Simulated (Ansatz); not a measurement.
Perfect silicon, 4x4x4 cubic cells

Geometry as solved with PBE, support functions at accuracy medium on the grid of 420 eV in Ansatz (a program for electronic structure).

```xyz
512
Lattice="21.88 0.00 0.00 0.00 21.88 0.00 0.00 0.00 21.88" Properties=species:S:1:pos:R:3 pbc="T T T"
Si     0.00     0.00     0.00
Si     1.37     1.37     1.37
Si     2.73     2.73     0.00
Si     4.10     4.10     1.37
Si     2.73     0.00     2.73
Si     4.10     1.37     4.10
Si     0.00     2.73     2.73
Si     1.37     4.10     4.10
Si     0.00     0.00     5.47
Si     1.37     1.37     6.84
Si     2.73     2.73     5.47
Si     4.10     4.10     6.84
Si     2.73     0.00     8.21
Si     4.10     1.37     9.57
Si     0.00     2.73     8.21
Si     1.37     4.10     9.57
Si     0.00     0.00    10.94
Si     1.37     1.37    12.31
Si     2.73     2.73    10.94
Si     4.10     4.10    12.31
Si     2.73     0.00    13.67
Si     4.10     1.37    15.04
Si     0.00     2.73    13.67
Si     1.37     4.10    15.04
Si     0.00     0.00    16.41
Si     1.37     1.37    17.78
Si     2.73     2.73    16.41
Si     4.10     4.10    17.78
Si     2.73     0.00    19.14
Si     4.10     1.37    20.51
Si     0.00     2.73    19.14
Si     1.37     4.10    20.51
Si     0.00     5.47     0.00
Si     1.37     6.84     1.37
Si     2.73     8.21     0.00
Si     4.10     9.57     1.37
Si     2.73     5.47     2.73
Si     4.10     6.84     4.10
Si     0.00     8.21     2.73
Si     1.37     9.57     4.10
Si     0.00     5.47     5.47
Si     1.37     6.84     6.84
Si     2.73     8.21     5.47
Si     4.10     9.57     6.84
Si     2.73     5.47     8.21
Si     4.10     6.84     9.57
Si     0.00     8.21     8.21
Si     1.37     9.57     9.57
Si     0.00     5.47    10.94
Si     1.37     6.84    12.31
Si     2.73     8.21    10.94
Si     4.10     9.57    12.31
Si     2.73     5.47    13.67
Si     4.10     6.84    15.04
Si     0.00     8.21    13.67
Si     1.37     9.57    15.04
Si     0.00     5.47    16.41
Si     1.37     6.84    17.78
Si     2.73     8.21    16.41
Si     4.10     9.57    17.78
Si     2.73     5.47    19.14
Si     4.10     6.84    20.51
Si     0.00     8.21    19.14
Si     1.37     9.57    20.51
Si     0.00    10.94     0.00
Si     1.37    12.31     1.37
Si     2.73    13.67     0.00
Si     4.10    15.04     1.37
Si     2.73    10.94     2.73
Si     4.10    12.31     4.10
Si     0.00    13.67     2.73
Si     1.37    15.04     4.10
Si     0.00    10.94     5.47
Si     1.37    12.31     6.84
Si     2.73    13.67     5.47
Si     4.10    15.04     6.84
Si     2.73    10.94     8.21
Si     4.10    12.31     9.57
Si     0.00    13.67     8.21
Si     1.37    15.04     9.57
Si     0.00    10.94    10.94
Si     1.37    12.31    12.31
Si     2.73    13.67    10.94
Si     4.10    15.04    12.31
Si     2.73    10.94    13.67
Si     4.10    12.31    15.04
Si     0.00    13.67    13.67
Si     1.37    15.04    15.04
Si     0.00    10.94    16.41
Si     1.37    12.31    17.78
Si     2.73    13.67    16.41
Si     4.10    15.04    17.78
Si     2.73    10.94    19.14
Si     4.10    12.31    20.51
Si     0.00    13.67    19.14
Si     1.37    15.04    20.51
Si     0.00    16.41     0.00
Si     1.37    17.78     1.37
Si     2.73    19.14     0.00
Si     4.10    20.51     1.37
Si     2.73    16.41     2.73
Si     4.10    17.78     4.10
Si     0.00    19.14     2.73
Si     1.37    20.51     4.10
Si     0.00    16.41     5.47
Si     1.37    17.78     6.84
Si     2.73    19.14     5.47
Si     4.10    20.51     6.84
Si     2.73    16.41     8.21
Si     4.10    17.78     9.57
Si     0.00    19.14     8.21
Si     1.37    20.51     9.57
Si     0.00    16.41    10.94
Si     1.37    17.78    12.31
Si     2.73    19.14    10.94
Si     4.10    20.51    12.31
Si     2.73    16.41    13.67
Si     4.10    17.78    15.04
Si     0.00    19.14    13.67
Si     1.37    20.51    15.04
Si     0.00    16.41    16.41
Si     1.37    17.78    17.78
Si     2.73    19.14    16.41
Si     4.10    20.51    17.78
Si     2.73    16.41    19.14
Si     4.10    17.78    20.51
Si     0.00    19.14    19.14
Si     1.37    20.51    20.51
Si     5.47     0.00     0.00
Si     6.84     1.37     1.37
Si     8.21     2.73     0.00
Si     9.57     4.10     1.37
Si     8.21     0.00     2.73
Si     9.57     1.37     4.10
Si     5.47     2.73     2.73
Si     6.84     4.10     4.10
Si     5.47     0.00     5.47
Si     6.84     1.37     6.84
Si     8.21     2.73     5.47
Si     9.57     4.10     6.84
Si     8.21     0.00     8.21
Si     9.57     1.37     9.57
Si     5.47     2.73     8.21
Si     6.84     4.10     9.57
Si     5.47     0.00    10.94
Si     6.84     1.37    12.31
Si     8.21     2.73    10.94
Si     9.57     4.10    12.31
Si     8.21     0.00    13.67
Si     9.57     1.37    15.04
Si     5.47     2.73    13.67
Si     6.84     4.10    15.04
Si     5.47     0.00    16.41
Si     6.84     1.37    17.78
Si     8.21     2.73    16.41
Si     9.57     4.10    17.78
Si     8.21     0.00    19.14
Si     9.57     1.37    20.51
Si     5.47     2.73    19.14
Si     6.84     4.10    20.51
Si     5.47     5.47     0.00
Si     6.84     6.84     1.37
Si     8.21     8.21     0.00
Si     9.57     9.57     1.37
Si     8.21     5.47     2.73
Si     9.57     6.84     4.10
Si     5.47     8.21     2.73
Si     6.84     9.57     4.10
Si     5.47     5.47     5.47
Si     6.84     6.84     6.84
Si     8.21     8.21     5.47
Si     9.57     9.57     6.84
Si     8.21     5.47     8.21
Si     9.57     6.84     9.57
Si     5.47     8.21     8.21
Si     6.84     9.57     9.57
Si     5.47     5.47    10.94
Si     6.84     6.84    12.31
Si     8.21     8.21    10.94
Si     9.57     9.57    12.31
Si     8.21     5.47    13.67
Si     9.57     6.84    15.04
Si     5.47     8.21    13.67
Si     6.84     9.57    15.04
Si     5.47     5.47    16.41
Si     6.84     6.84    17.78
Si     8.21     8.21    16.41
Si     9.57     9.57    17.78
Si     8.21     5.47    19.14
Si     9.57     6.84    20.51
Si     5.47     8.21    19.14
Si     6.84     9.57    20.51
Si     5.47    10.94     0.00
Si     6.84    12.31     1.37
Si     8.21    13.67     0.00
Si     9.57    15.04     1.37
Si     8.21    10.94     2.73
Si     9.57    12.31     4.10
Si     5.47    13.67     2.73
Si     6.84    15.04     4.10
Si     5.47    10.94     5.47
Si     6.84    12.31     6.84
Si     8.21    13.67     5.47
Si     9.57    15.04     6.84
Si     8.21    10.94     8.21
Si     9.57    12.31     9.57
Si     5.47    13.67     8.21
Si     6.84    15.04     9.57
Si     5.47    10.94    10.94
Si     6.84    12.31    12.31
Si     8.21    13.67    10.94
Si     9.57    15.04    12.31
Si     8.21    10.94    13.67
Si     9.57    12.31    15.04
Si     5.47    13.67    13.67
Si     6.84    15.04    15.04
Si     5.47    10.94    16.41
Si     6.84    12.31    17.78
Si     8.21    13.67    16.41
Si     9.57    15.04    17.78
Si     8.21    10.94    19.14
Si     9.57    12.31    20.51
Si     5.47    13.67    19.14
Si     6.84    15.04    20.51
Si     5.47    16.41     0.00
Si     6.84    17.78     1.37
Si     8.21    19.14     0.00
Si     9.57    20.51     1.37
Si     8.21    16.41     2.73
Si     9.57    17.78     4.10
Si     5.47    19.14     2.73
Si     6.84    20.51     4.10
Si     5.47    16.41     5.47
Si     6.84    17.78     6.84
Si     8.21    19.14     5.47
Si     9.57    20.51     6.84
Si     8.21    16.41     8.21
Si     9.57    17.78     9.57
Si     5.47    19.14     8.21
Si     6.84    20.51     9.57
Si     5.47    16.41    10.94
Si     6.84    17.78    12.31
Si     8.21    19.14    10.94
Si     9.57    20.51    12.31
Si     8.21    16.41    13.67
Si     9.57    17.78    15.04
Si     5.47    19.14    13.67
Si     6.84    20.51    15.04
Si     5.47    16.41    16.41
Si     6.84    17.78    17.78
Si     8.21    19.14    16.41
Si     9.57    20.51    17.78
Si     8.21    16.41    19.14
Si     9.57    17.78    20.51
Si     5.47    19.14    19.14
Si     6.84    20.51    20.51
Si    10.94     0.00     0.00
Si    12.31     1.37     1.37
Si    13.67     2.73     0.00
Si    15.04     4.10     1.37
Si    13.67     0.00     2.73
Si    15.04     1.37     4.10
Si    10.94     2.73     2.73
Si    12.31     4.10     4.10
Si    10.94     0.00     5.47
Si    12.31     1.37     6.84
Si    13.67     2.73     5.47
Si    15.04     4.10     6.84
Si    13.67     0.00     8.21
Si    15.04     1.37     9.57
Si    10.94     2.73     8.21
Si    12.31     4.10     9.57
Si    10.94     0.00    10.94
Si    12.31     1.37    12.31
Si    13.67     2.73    10.94
Si    15.04     4.10    12.31
Si    13.67     0.00    13.67
Si    15.04     1.37    15.04
Si    10.94     2.73    13.67
Si    12.31     4.10    15.04
Si    10.94     0.00    16.41
Si    12.31     1.37    17.78
Si    13.67     2.73    16.41
Si    15.04     4.10    17.78
Si    13.67     0.00    19.14
Si    15.04     1.37    20.51
Si    10.94     2.73    19.14
Si    12.31     4.10    20.51
Si    10.94     5.47     0.00
Si    12.31     6.84     1.37
Si    13.67     8.21     0.00
Si    15.04     9.57     1.37
Si    13.67     5.47     2.73
Si    15.04     6.84     4.10
Si    10.94     8.21     2.73
Si    12.31     9.57     4.10
Si    10.94     5.47     5.47
Si    12.31     6.84     6.84
Si    13.67     8.21     5.47
Si    15.04     9.57     6.84
Si    13.67     5.47     8.21
Si    15.04     6.84     9.57
Si    10.94     8.21     8.21
Si    12.31     9.57     9.57
Si    10.94     5.47    10.94
Si    12.31     6.84    12.31
Si    13.67     8.21    10.94
Si    15.04     9.57    12.31
Si    13.67     5.47    13.67
Si    15.04     6.84    15.04
Si    10.94     8.21    13.67
Si    12.31     9.57    15.04
Si    10.94     5.47    16.41
Si    12.31     6.84    17.78
Si    13.67     8.21    16.41
Si    15.04     9.57    17.78
Si    13.67     5.47    19.14
Si    15.04     6.84    20.51
Si    10.94     8.21    19.14
Si    12.31     9.57    20.51
Si    10.94    10.94     0.00
Si    12.31    12.31     1.37
Si    13.67    13.67     0.00
Si    15.04    15.04     1.37
Si    13.67    10.94     2.73
Si    15.04    12.31     4.10
Si    10.94    13.67     2.73
Si    12.31    15.04     4.10
Si    10.94    10.94     5.47
Si    12.31    12.31     6.84
Si    13.67    13.67     5.47
Si    15.04    15.04     6.84
Si    13.67    10.94     8.21
Si    15.04    12.31     9.57
Si    10.94    13.67     8.21
Si    12.31    15.04     9.57
Si    10.94    10.94    10.94
Si    12.31    12.31    12.31
Si    13.67    13.67    10.94
Si    15.04    15.04    12.31
Si    13.67    10.94    13.67
Si    15.04    12.31    15.04
Si    10.94    13.67    13.67
Si    12.31    15.04    15.04
Si    10.94    10.94    16.41
Si    12.31    12.31    17.78
Si    13.67    13.67    16.41
Si    15.04    15.04    17.78
Si    13.67    10.94    19.14
Si    15.04    12.31    20.51
Si    10.94    13.67    19.14
Si    12.31    15.04    20.51
Si    10.94    16.41     0.00
Si    12.31    17.78     1.37
Si    13.67    19.14     0.00
Si    15.04    20.51     1.37
Si    13.67    16.41     2.73
Si    15.04    17.78     4.10
Si    10.94    19.14     2.73
Si    12.31    20.51     4.10
Si    10.94    16.41     5.47
Si    12.31    17.78     6.84
Si    13.67    19.14     5.47
Si    15.04    20.51     6.84
Si    13.67    16.41     8.21
Si    15.04    17.78     9.57
Si    10.94    19.14     8.21
Si    12.31    20.51     9.57
Si    10.94    16.41    10.94
Si    12.31    17.78    12.31
Si    13.67    19.14    10.94
Si    15.04    20.51    12.31
Si    13.67    16.41    13.67
Si    15.04    17.78    15.04
Si    10.94    19.14    13.67
Si    12.31    20.51    15.04
Si    10.94    16.41    16.41
Si    12.31    17.78    17.78
Si    13.67    19.14    16.41
Si    15.04    20.51    17.78
Si    13.67    16.41    19.14
Si    15.04    17.78    20.51
Si    10.94    19.14    19.14
Si    12.31    20.51    20.51
Si    16.41     0.00     0.00
Si    17.78     1.37     1.37
Si    19.14     2.73     0.00
Si    20.51     4.10     1.37
Si    19.14     0.00     2.73
Si    20.51     1.37     4.10
Si    16.41     2.73     2.73
Si    17.78     4.10     4.10
Si    16.41     0.00     5.47
Si    17.78     1.37     6.84
Si    19.14     2.73     5.47
Si    20.51     4.10     6.84
Si    19.14     0.00     8.21
Si    20.51     1.37     9.57
Si    16.41     2.73     8.21
Si    17.78     4.10     9.57
Si    16.41     0.00    10.94
Si    17.78     1.37    12.31
Si    19.14     2.73    10.94
Si    20.51     4.10    12.31
Si    19.14     0.00    13.67
Si    20.51     1.37    15.04
Si    16.41     2.73    13.67
Si    17.78     4.10    15.04
Si    16.41     0.00    16.41
Si    17.78     1.37    17.78
Si    19.14     2.73    16.41
Si    20.51     4.10    17.78
Si    19.14     0.00    19.14
Si    20.51     1.37    20.51
Si    16.41     2.73    19.14
Si    17.78     4.10    20.51
Si    16.41     5.47     0.00
Si    17.78     6.84     1.37
Si    19.14     8.21     0.00
Si    20.51     9.57     1.37
Si    19.14     5.47     2.73
Si    20.51     6.84     4.10
Si    16.41     8.21     2.73
Si    17.78     9.57     4.10
Si    16.41     5.47     5.47
Si    17.78     6.84     6.84
Si    19.14     8.21     5.47
Si    20.51     9.57     6.84
Si    19.14     5.47     8.21
Si    20.51     6.84     9.57
Si    16.41     8.21     8.21
Si    17.78     9.57     9.57
Si    16.41     5.47    10.94
Si    17.78     6.84    12.31
Si    19.14     8.21    10.94
Si    20.51     9.57    12.31
Si    19.14     5.47    13.67
Si    20.51     6.84    15.04
Si    16.41     8.21    13.67
Si    17.78     9.57    15.04
Si    16.41     5.47    16.41
Si    17.78     6.84    17.78
Si    19.14     8.21    16.41
Si    20.51     9.57    17.78
Si    19.14     5.47    19.14
Si    20.51     6.84    20.51
Si    16.41     8.21    19.14
Si    17.78     9.57    20.51
Si    16.41    10.94     0.00
Si    17.78    12.31     1.37
Si    19.14    13.67     0.00
Si    20.51    15.04     1.37
Si    19.14    10.94     2.73
Si    20.51    12.31     4.10
Si    16.41    13.67     2.73
Si    17.78    15.04     4.10
Si    16.41    10.94     5.47
Si    17.78    12.31     6.84
Si    19.14    13.67     5.47
Si    20.51    15.04     6.84
Si    19.14    10.94     8.21
Si    20.51    12.31     9.57
Si    16.41    13.67     8.21
Si    17.78    15.04     9.57
Si    16.41    10.94    10.94
Si    17.78    12.31    12.31
Si    19.14    13.67    10.94
Si    20.51    15.04    12.31
Si    19.14    10.94    13.67
Si    20.51    12.31    15.04
Si    16.41    13.67    13.67
Si    17.78    15.04    15.04
Si    16.41    10.94    16.41
Si    17.78    12.31    17.78
Si    19.14    13.67    16.41
Si    20.51    15.04    17.78
Si    19.14    10.94    19.14
Si    20.51    12.31    20.51
Si    16.41    13.67    19.14
Si    17.78    15.04    20.51
Si    16.41    16.41     0.00
Si    17.78    17.78     1.37
Si    19.14    19.14     0.00
Si    20.51    20.51     1.37
Si    19.14    16.41     2.73
Si    20.51    17.78     4.10
Si    16.41    19.14     2.73
Si    17.78    20.51     4.10
Si    16.41    16.41     5.47
Si    17.78    17.78     6.84
Si    19.14    19.14     5.47
Si    20.51    20.51     6.84
Si    19.14    16.41     8.21
Si    20.51    17.78     9.57
Si    16.41    19.14     8.21
Si    17.78    20.51     9.57
Si    16.41    16.41    10.94
Si    17.78    17.78    12.31
Si    19.14    19.14    10.94
Si    20.51    20.51    12.31
Si    19.14    16.41    13.67
Si    20.51    17.78    15.04
Si    16.41    19.14    13.67
Si    17.78    20.51    15.04
Si    16.41    16.41    16.41
Si    17.78    17.78    17.78
Si    19.14    19.14    16.41
Si    20.51    20.51    17.78
Si    19.14    16.41    19.14
Si    20.51    17.78    20.51
Si    16.41    19.14    19.14
Si    17.78    20.51    20.51
```
